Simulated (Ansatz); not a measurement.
# PbS: S → Se

Base system: PbS in the rock salt structure (space group Fm-3m, No. 225; a = 5.903 Å).

The change: every S is replaced by Se, then cell and atoms are relaxed.

The values are results of Ansatz (an electronic-structure program), PBEsol, PAW, cutoff 420 eV, no SOC, not measurements. Settings: 9×9×9 k-points, 0.05 eV Fermi–Dirac smearing, for the changed cell.

The volume per atom increases by 2.69 Å³ (25.71 Å³ → 28.40 Å³) and the density goes up by 0.64 g/cm³, from 7.73 g/cm³ to 8.37 g/cm³. The lattice parameter a goes up by 0.377 bohr to 11.531 bohr and the shortest interatomic distance rises by 0.1883 bohr to 5.766 bohr. The band gap decreases by 0.025 eV, from 0.19 eV to 0.17 eV and the gap character remains direct at L. The width of the top valence band decreases by 0.266 eV, from 3.58 eV to 3.32 eV and the electron mass goes from 0.070 mₑ along k, 0.15 mₑ across (at L) to 0.066 mₑ along k, 0.12 mₑ across (at L). The hole mass comes out as 0.072 mₑ along k, 0.094 mₑ across (at L).

Final structure:

```
PbSe
1.0
    0.00000     3.05098     3.05098
    3.05098     0.00000     3.05098
    3.05098     3.05098     0.00000
Se Pb
1 1
Cartesian
  0.00000   0.00000   0.00000
  3.05098   3.05098   3.05098
```

Cost of the whole job for the changed cell (relaxation, final SCF and bands): about 19 core-seconds (a rough figure).

With Pb present, leaving out spin-orbit coupling can change the band edges. Masses are band curvatures over ±0.01 Å⁻¹ around the edge. Along k means along the line from Γ to the band edge. Stability against distortions was not tested. A zero or small gap of PbSe and PbS can be the functional's error rather than a property of the material.
